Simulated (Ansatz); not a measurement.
System: O-vacancy pair (O on one host C site, one C site vacant) in 3C silicon carbide (neutral cell). These are PBE, PAW (plane waves to 420 eV; Ansatz, an electronic-structure program) values and carry that method's errors.

64-site cell at the relaxed PBE lattice, a 2×2×2 k-point mesh shifted by half a step, smearing 0.01 eV, spin-restricted, no finite-size correction. No zero-point or tunnelling terms. The charge state is imposed; whether it is stable for some Fermi level was not computed. Forms of the defect that were not tried may lie lower.

Barriers: single points on a 3×3×3 k-point mesh shifted by half a step at the bands' geometries.

The step: a nearby C atom hops onto the vacant site (O-vacancy distance between ideal sites 3.10 → 5.36 Å) (strongly reconstructed ends); the atom moves 3.14 Å along (0.52, 0.01, 0.50) of the unit cell; at the start one Si stands off the lattice site; the moving atom starts with neighbours Si at 1.86, 3 Si at 1.89 Å and ends with Si at 1.84, Si at 1.87, Si at 1.89, Si at 2.02 Å.

Question: Give the migration barrier of this step at the level PBE, PAW.

Answer: 4.44 eV forward and 2.93 eV backward. At the saddle the moving atom has neighbours Si at 1.77, Si at 1.94, 2 Si at 1.98 Å. The saddle point's order was not checked.
